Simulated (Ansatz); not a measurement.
MoTe2: response to strain

The parent structure is MoTe$_{2}$ in the 2H-MoS2 type structure (space group P6_3/mmc, No. 194; a = 3.542 Å, c = 14.182 Å; layered, stacked along the Cartesian z axis). Axes: x lies along a and z along c of the hexagonal cell.

Strains are applied to the cell and any free atomic positions relax.

All numbers come from r2SCAN+rVV10 (Ansatz, an electronic-structure program, PAW, no spin-orbit coupling), earlier PAW set.

Candidates:
(a) strain tensor (xx, yy, zz, yz, xz, xy) = (−1.35, −0.07, +0.17, +0.32, −0.11, −0.92) %
(b) tensor shear ε_yz = −0.45 %
(c) isotropic strain −1.26 %
(d) isotropic strain −2.54 %
(e) strain tensor (xx, yy, zz, yz, xz, xy) = (+0.70, −1.58, +0.75, −2.79, −0.73, +1.43) %

Notes on the quantities. energy relative to the base: free energy F.

Problem. Order them by energy relative to the base, lowest first.

Solution. (b) tensor shear ε_yz = −0.45 % (+0.1 meV/atom), (a) strain tensor (xx, yy, zz, yz, xz, xy) = (−1.35, −0.07, +0.17, +0.32, −0.11, −0.92) % (+3.4 meV/atom), (c) isotropic strain −1.26 % (+5.5 meV/atom), (e) strain tensor (xx, yy, zz, yz, xz, xy) = (+0.70, −1.58, +0.75, −2.79, −0.73, +1.43) % (+10 meV/atom), (d) isotropic strain −2.54 % (+23 meV/atom)

Stability against distortions was not tested.
